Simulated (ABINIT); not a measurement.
**A self-consistent single point of LaAl₃Cu (I4mm, 5 atoms in the cell) with ABINIT**

Method: LDA (PW92), PAW (JTH v2.0 LDA PAW) (plane waves; ABINIT).

Input as run:

```
# LaAl3Cu, JTH v2.0 LDA PAW
pp_dirpath "./"
pseudos "La.LDA_PW-JTH.xml, Al.LDA_PW-JTH.xml, Cu.LDA_PW-JTH.xml"
acell 11.3147826098 11.3147826098 11.3147826098
rprim
        -0.3489269713    0.3489269713    0.8697700486
         0.3489269713   -0.3489269713    0.8697700486
         0.3489269713    0.3489269713   -0.8697700486
natom 5
ntypat 3
znucl 57 13 29
typat 1 2 2 2 3
xred
         0.9971900000    0.9971900000    0.0000000000
         0.4028900000    0.4028900000    0.0000000000
         0.2465500000    0.7465500000    0.5000000000
         0.7465500000    0.2465500000    0.5000000000
         0.6308200000    0.6308200000    0.0000000000
ecut 30
pawecutdg 60
pawxcdev 0
occopt 3
tsmear 0.00367493
nband 27
kptopt 1
ngkpt 8 8 8
nshiftk 1
shiftk 0 0 0
nstep 60
toldfe 1.0e-09
prtwf 0
prtden 0
enunit 1
```

Output, abridged:

```
 Symmetries : space group I4 m m (#107); Bravais tI (body-center tetrag.)

 -outvars: echo values of preprocessed input variables --------
            acell      1.1314782610E+01  1.1314782610E+01  1.1314782610E+01 Bohr
             ecut      3.00000000E+01 Hartree
           enunit           1
              ixc       -1012
         kptrlatt        8    0    0      0    8    0      0    0    8
          kptrlen      6.31685252E+01
            natom           5
            nband          27
            ngfft          60      60      60
          ngfftdg          80      80      80
             nkpt          59
            nstep          60
             nsym           8
           ntypat           3
           occopt           3
        pawecutdg      6.00000000E+01 Hartree
         pawxcdev           0
            rprim     -3.4892697130E-01  3.4892697130E-01  8.6977004860E-01
                       3.4892697130E-01 -3.4892697130E-01  8.6977004860E-01
                       3.4892697130E-01  3.4892697130E-01 -8.6977004860E-01
          spgroup         107
           toldfe      1.00000000E-09 Hartree
           tsmear      3.67493000E-03 Hartree
            typat      1  2  2  2  3
           useylm           1
             xred      9.9719000000E-01  9.9719000000E-01  0.0000000000E+00
                       4.0289000000E-01  4.0289000000E-01  0.0000000000E+00
                       2.4655000000E-01  7.4655000000E-01  5.0000000000E-01
                       7.4655000000E-01  2.4655000000E-01  5.0000000000E-01
                       6.3082000000E-01  6.3082000000E-01  0.0000000000E+00
            znucl       57.00000   13.00000   29.00000

== DATASET  1 ==================================================================

 Real(R)+Recip(G) space primitive vectors, cartesian coordinates (Bohr,Bohr^-1):
 R(1)= -3.9480328  3.9480328  9.8412590  G(1)=  0.0000000  0.1266454  0.0508065
 R(2)=  3.9480328 -3.9480328  9.8412590  G(2)=  0.1266454  0.0000000  0.0508065
 R(3)=  3.9480328  3.9480328 -9.8412590  G(3)=  0.1266454  0.1266454  0.0000000
 Unit cell volume ucvol=  6.1358137E+02 bohr^3
 Angles (23,13,12)=  1.39156604E+02  1.39156604E+02  5.91361427E+01 degrees

 Coarse grid specifications (used for wave-functions):

 getcut: wavevector=  0.0000  0.0000  0.0000  ngfft=  60  60  60
         ecut(hartree)=     30.000   => boxcut(ratio)=   2.15130

 Fine grid specifications (used for densities):

 getcut: wavevector=  0.0000  0.0000  0.0000  ngfft=  80  80  80
         ecut(hartree)=     60.000   => boxcut(ratio)=   2.02793

   3.36983952E+03                                ecore*ucvol(ha*bohr**3)

_setup2: Arith. and geom. avg. npw (full set) are    4815.248    4815.238

--- !BeginCycle
solver: {iscf: 17, nstep: 60, nline: 4, wfoptalg: 10, }
tolerances: {toldfe: 1.00E-09, }
...

     iter   Etot(hartree)      deltaE(h)  residm     nres2
 ETOT  1  -234.47947554713    -2.345E+02 4.040E+01 3.812E+02
 ETOT  2  -237.82597034162    -3.346E+00 4.994E-01 5.623E+02
 ETOT  3  -236.88044018177     9.455E-01 1.064E-01 6.911E+01
 ETOT  4  -236.83867857323     4.176E-02 5.907E-02 3.199E+01
 ETOT  5  -236.79554690123     4.313E-02 2.538E-02 1.433E+01
 ETOT  6  -236.76670025938     2.885E-02 9.144E-02 1.488E+00
   [... 7 lines left out ...]
 ETOT 14  -236.77026317434     6.362E-08 1.571E-03 6.218E-06
 ETOT 15  -236.77026316638     7.966E-09 1.345E-03 2.343E-06
 ETOT 16  -236.77026316372     2.660E-09 1.415E-03 7.631E-08
 ETOT 17  -236.77026316372    -6.537E-13 7.238E-04 3.354E-08
 ETOT 18  -236.77026316370     2.024E-11 6.272E-04 6.192E-10

 At SCF step   18, etot is converged :
  for the second time, diff in etot=  2.024E-11 < toldfe=  1.000E-09

 Cartesian components of stress tensor (hartree/bohr^3)
  sigma(1 1)= -9.26988905E-05  sigma(3 2)=  0.00000000E+00
  sigma(2 2)= -9.26988905E-05  sigma(3 1)=  0.00000000E+00
  sigma(3 3)= -7.67775749E-05  sigma(2 1)=  0.00000000E+00

 ----iterations are completed or convergence reached----

 reduced coordinates (array xred) for    5 atoms
       0.997190000000      0.997190000000      0.000000000000
       0.402890000000      0.402890000000      0.000000000000
       0.246550000000      0.746550000000      0.500000000000
       0.746550000000      0.246550000000      0.500000000000
       0.630820000000      0.630820000000      0.000000000000
 cartesian forces (eV/Angstrom) at end:
    1      0.00000000000000     0.00000000000000     0.02286603299679
    2     -0.00000000000000    -0.00000000000000     0.18046859585691
    3     -0.00000000000000    -0.00000000000000    -0.07596630860776
    4      0.00000000000000     0.00000000000000    -0.07596630860776
    5      0.00000000000000     0.00000000000000    -0.05140201163818
 frms,max,avg= 5.6140120E-02 1.8046860E-01   0.000E+00  0.000E+00 -2.570E-04 e/A
 length scales= 11.314782609800 11.314782609800 11.314782609800 bohr
              =  5.987525077257  5.987525077257  5.987525077257 angstroms
 Fermi (or HOMO) energy (eV) =   7.07884   Average Vxc (eV)= -10.61564
 Eigenvalues (   eV  ) for nkpt=  59  k points:
 kpt#   1, nband= 27, wtk=  0.00195, kpt=  0.0000  0.0000  0.0000 (reduced coord)
-105.51839  -63.34778  -63.30544  -63.30544  -25.01834   -8.90819   -8.62283   -8.62283
  -2.15041    2.63126    2.85529    3.14472    3.14472    3.50031    3.67576    4.16452
   5.53551    5.53551    6.03833    7.85485    8.54158    8.54158    9.03505    9.57426
   9.58403    9.58403    9.91445
 prteigrs : prtvol=0 or 1, do not print more k-points.

--- !EnergyTerms
comment             : Components of total free energy in Hartree
kinetic             :  2.34102066170113E+01
hartree             :  8.18192809912007E+01
xc                  : -1.65528070937726E+01
Ewald energy        : -1.15119087272173E+02
psp_core            :  5.49208252966356E+00
local_psp           : -1.87113126203179E+02
spherical_terms     : -2.87052014579664E+01
internal            : -2.36768651889215E+02
'-kT*entropy'       : -1.61506316533011E-03
total_energy        : -2.36770266952381E+02
total_energy_eV     : -6.44284662067590E+03
...

-Cartesian components of stress tensor (GPa)         [Pressure=  2.5712E+00 GPa]
- sigma(1 1)= -2.72729506E+00  sigma(3 2)=  0.00000000E+00
- sigma(2 2)= -2.72729506E+00  sigma(3 1)=  0.00000000E+00
- sigma(3 3)= -2.25887386E+00  sigma(2 1)=  0.00000000E+00

 Calculation completed.
```

The run converged in 18 iterations.

The starting cell comes from a database of computed structures (which also holds hypothetical and non-ambient phases and stackings), without a prior relaxation at this level. Its lattice was rescaled by a random factor within 2.5 % of one. Spin polarisation is off.

Cost on one core of a shared machine: roughly 30 min.
